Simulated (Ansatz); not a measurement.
Take Sn in the diamond structure (space group Fd-3m, No. 227; a = 6.474 Å; relaxed with 0.1 eV smearing) as the base. Axes: x, y, z lie along the cube axes.

Computed with LDA (Ansatz, an electronic-structure program, PAW, scalar-relativistic without spin-orbit coupling).

The change: tensile biaxial strain of 0.42 % in the plane normal to [111], as in epitaxy on a mismatched substrate; the out-of-plane cell vector and the atoms relax.

How does this affect the in-plane stress?

The mean in-plane stress (compression positive) amounts to -0.4 GPa.

Predict the new energy relative to the base.

The energy grows by 0.4 meV/atom.

What does the calculation give for the out-of-plane strain after the change?

The out-of-plane strain comes out as -0.26 %.

No phonon test of stability was made.
